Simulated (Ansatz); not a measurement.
**TiSi2: Hf on a Ti site, symmetric start**

Base system: a 12-atom supercell of TiSi$_{2}$ (space group Cmcm, No. 63; a = 3.527 Å, b = 13.523 Å, c = 3.566 Å) at its relaxed geometry.

Perturbation: a neutral Hf on a Ti site, symmetric start, atoms relaxed at fixed cell.

Method: Kohn–Sham DFT with the r2SCAN functional, run in Ansatz (a program for electronic structure) with PAW and 500 eV plane waves, no SOC, earlier PAW set. Settings: 5×7×7 k-points, 0.05 eV Fermi–Dirac smearing.

```csv
quantity,base,changed,shift
pressure,0.0 GPa,5.2 GPa,+5.2 GPa
largest displacement of a host atom from its site in the perfect cell,–,0.07 Å,–
mean distance from the defect site to its nearest host atoms,2.58 Å,2.59 Å,+0.01 Å
```

Final structure:

```
CELL_PARAMETERS angstrom
      1.76356    -6.76170     0.00000
      3.52713     0.00000    -3.56562
      3.52713     0.00000     3.56562
ATOMIC_POSITIONS crystal
  Si 0.87543 0.65367 0.40367
  Si 0.87716 0.15825 0.90825
  Si 0.10801 0.34821 0.59762
  Si 0.10801 0.84762 0.09821
  Si 0.50650 0.00079 0.75079
  Si 0.50702 0.49592 0.24592
  Si 0.50585 0.00065 0.24640
  Si 0.50585 0.49640 0.75065
  Hf 0.20636 0.82329 0.57329
  Ti 0.20883 0.32288 0.07288
  Ti 0.79549 0.17543 0.42688
  Ti 0.79549 0.67688 0.92543
```

The cell is small, so the values are those of an ordered compound at a high defect concentration; dilute-limit values will differ. The defect started on the symmetric site and kept its symmetry, so it may sit on a saddle. All final runs are without spin polarisation. The defect cell is not spin-polarised.
